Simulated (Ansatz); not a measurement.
Reference: MgO (Fm-3m), PBEsol, rigid bands (plane waves, PAW, scalar-relativistic; Ansatz, a program for electronic structure); axes and stresses refer to this cell.

```
CELL_PARAMETERS angstrom
      0.00000     2.10703     2.10703
      2.10703     0.00000     2.10703
      2.10703     2.10703     0.00000
ATOMIC_POSITIONS crystal
  Mg 0.00000 0.00000 0.00000
  O  0.50000 0.50000 0.50000
```

The electron conductivity mass is 0.35 mₑ, the Seebeck coefficient, p-type 1e19 cm⁻³ comes out as 507 μV/K and the band gap is 4.62 eV.

Task: After one change the values are electron conductivity mass 0.37 mₑ; Seebeck coefficient, p-type 1e19 cm⁻³ 506 μV/K; band gap 5.61 eV. What was changed between the two runs?
A. biaxial strain xx = yy = +3 %, z clamped
B. biaxial strain xx = yy = +1.5 %, z clamped
C. functional r2SCAN on the same cell
D. biaxial strain xx = yy = -1.5 %, z clamped

Result: C, functional r2SCAN on the same cell

Masses are for dilute carriers at 300 K, harmonic means over directions unless an axis is named. Seebeck coefficients are for the stated density at 300 K, with one relaxation time for all states and whether or not that doping can be reached. Spin-orbit coupling is left out unless a row names it. Stresses and pressures are the targets of the relaxation.  The structure type is held under load, also where the real crystal would transform.
